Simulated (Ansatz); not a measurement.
Start from BeSe in the zinc blende structure (space group F-43m, No. 216; a = 5.129 Å). Axes: x, y, z lie along the cube axes.

Level of theory: PBEsol (Ansatz, a quantum-chemistry and plane-wave program, PAW, scalar-relativistic without spin-orbit coupling).

Strains are applied to the cell and any free atomic positions relax; under biaxial strain the out-of-plane vector relaxes too.

One change was made to it. Results:

The valence-band top at Γ (three highest levels, from the VBM) becomes 0.00, -0.22, -0.22 eV (base: 0.00, 0.00, 0.00 eV); the band gap decreases by 0.28 eV to 2.19 eV; the energy grows by 8.8 meV/atom.

**Question.** Which of these changes matches the shifts?
A. biaxial strain −1.00 %, plane normal [001], relaxed out of plane
B. biaxial strain +0.50 %, plane normal [001], relaxed out of plane
C. biaxial strain +2.50 %, plane normal [001], relaxed out of plane
D. biaxial strain −2.00 %, plane normal [001], relaxed out of plane

**Answer.** C, biaxial strain +2.50 %, plane normal [001], relaxed out of plane. For comparison, the band gap in the other runs: biaxial strain −1.00 %, plane normal [001], relaxed out of plane gives 2.36 eV; biaxial strain −2.00 %, plane normal [001], relaxed out of plane gives 2.26 eV; biaxial strain +0.50 %, plane normal [001], relaxed out of plane gives 2.41 eV.

Stability against distortions was not tested.
